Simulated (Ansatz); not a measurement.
Electronic density of states of amorphous selenium (Se84), density 4.54 g/cm³, on a 2×2×2 Γ-centred mesh with a Gaussian width of 0.1 eV; energies count from the Fermi level, whose place inside the gap is arbitrary. Cell and mesh are small, so fine structure isn't converged. Level of theory: PBE-D3(BJ), scalar-relativistic without spin-orbit coupling, PAW (Ansatz default set, large-core Se) (plane waves to 420 eV; Ansatz, a first-principles code). Sampling: a 2×2×2 Γ-centred mesh; Fermi-Dirac width 0.05 eV; no spin polarisation. At PBE the levels at the empty edge of the gap are localised (band-tail or defect states).

A CHGNet melt-quench gave the starting glass, which DFT then relaxed. The hot cell started wider than the set density and was brought back towards it in steps. It is the lowest in DFT energy of 4 quenches. It is a model cell: composition and starting density were chosen by hand, and all elements were melted together. The geometry includes D3(BJ) dispersion. Its density started from a set value of 4.16 and ended at 4.54 g/cm³. Cooling (nominally 37 K/ps over its main leg) ran many orders faster than in experiment, which tends to leave more defects and strain. A cell of this size samples the disorder only roughly. The volume was free in the relaxation, at fixed shape.

| E - EF (eV) | states/(eV atom) |
|---|---|
| -12.00 | 0.26 |
| -11.90 | 0.28 |
| -11.80 | 0.36 |
| -11.70 | 0.35 |
| -11.60 | 0.30 |
| -11.50 | 0.31 |
| -11.40 | 0.37 |
| -11.30 | 0.35 |
| -11.20 | 0.34 |
| -11.10 | 0.38 |
| -11.00 | 0.41 |
| -10.90 | 0.41 |
| -10.80 | 0.43 |
| -10.70 | 0.47 |
| -10.60 | 0.48 |
| -10.50 | 0.41 |
| -10.40 | 0.34 |
| -10.30 | 0.16 |
| -10.20 | 0.02 |
| -10.10 | 0.00 |
| -10.00 | 0.00 |
| -9.90 | 0.00 |
| -9.80 | 0.00 |
| -9.70 | 0.00 |
| -9.60 | 0.00 |
| -9.50 | 0.00 |
| -9.40 | 0.00 |
| -9.30 | 0.00 |
| -9.20 | 0.00 |
| -9.10 | 0.00 |
| -9.00 | 0.00 |
| -8.90 | 0.00 |
| -8.80 | 0.00 |
| -8.70 | 0.00 |
| -8.60 | 0.00 |
| -8.50 | 0.00 |
| -8.40 | 0.00 |
| -8.30 | 0.00 |
| -8.20 | 0.00 |
| -8.10 | 0.00 |
| -8.00 | 0.00 |
| -7.90 | 0.00 |
| -7.80 | 0.00 |
| -7.70 | 0.00 |
| -7.60 | 0.00 |
| -7.50 | 0.00 |
| -7.40 | 0.00 |
| -7.30 | 0.00 |
| -7.20 | 0.00 |
| -7.10 | 0.00 |
| -7.00 | 0.00 |
| -6.90 | 0.00 |
| -6.80 | 0.00 |
| -6.70 | 0.00 |
| -6.60 | 0.00 |
| -6.50 | 0.00 |
| -6.40 | 0.00 |
| -6.30 | 0.01 |
| -6.20 | 0.08 |
| -6.10 | 0.29 |
| -6.00 | 0.50 |
| -5.90 | 0.62 |
| -5.80 | 0.71 |
| -5.70 | 0.77 |
| -5.60 | 0.77 |
| -5.50 | 0.71 |
| -5.40 | 0.73 |
| -5.30 | 0.75 |
| -5.20 | 0.75 |
| -5.10 | 0.74 |
| -5.00 | 0.72 |
| -4.90 | 0.78 |
| -4.80 | 0.79 |
| -4.70 | 0.74 |
| -4.60 | 0.73 |
| -4.50 | 0.75 |
| -4.40 | 0.75 |
| -4.30 | 0.74 |
| -4.20 | 0.73 |
| -4.10 | 0.73 |
| -4.00 | 0.72 |
| -3.90 | 0.73 |
| -3.80 | 0.69 |
| -3.70 | 0.64 |
| -3.60 | 0.60 |
| -3.50 | 0.53 |
| -3.40 | 0.49 |
| -3.30 | 0.44 |
| -3.20 | 0.31 |
| -3.10 | 0.32 |
| -3.00 | 0.37 |
| -2.90 | 0.39 |
| -2.80 | 0.49 |
| -2.70 | 0.59 |
| -2.60 | 0.63 |
| -2.50 | 0.69 |
| -2.40 | 0.79 |
| -2.30 | 0.81 |
| -2.20 | 0.79 |
| -2.10 | 0.80 |
| -2.00 | 0.80 |
| -1.90 | 0.81 |
| -1.80 | 0.86 |
| -1.70 | 0.86 |
| -1.60 | 0.82 |
| -1.50 | 0.82 |
| -1.40 | 0.83 |
| -1.30 | 0.84 |
| -1.20 | 0.84 |
| -1.10 | 0.80 |
| -1.00 | 0.74 |
| -0.90 | 0.72 |
| -0.80 | 0.71 |
| -0.70 | 0.76 |
| -0.60 | 0.71 |
| -0.50 | 0.54 |
| -0.40 | 0.40 |
| -0.30 | 0.30 |
| -0.20 | 0.12 |
| -0.10 | 0.02 |
| 0.00 | 0.00 |
| 0.10 | 0.02 |
| 0.20 | 0.10 |
| 0.30 | 0.12 |
| 0.40 | 0.13 |
| 0.50 | 0.15 |
| 0.60 | 0.19 |
| 0.70 | 0.30 |
| 0.80 | 0.41 |
| 0.90 | 0.54 |
| 1.00 | 0.65 |
| 1.10 | 0.68 |
| 1.20 | 0.66 |
| 1.30 | 0.69 |
| 1.40 | 0.69 |
| 1.50 | 0.75 |
| 1.60 | 0.81 |
| 1.70 | 0.81 |

The level gap on this mesh is 0.43 eV; the broadening fills part of it in the curve.
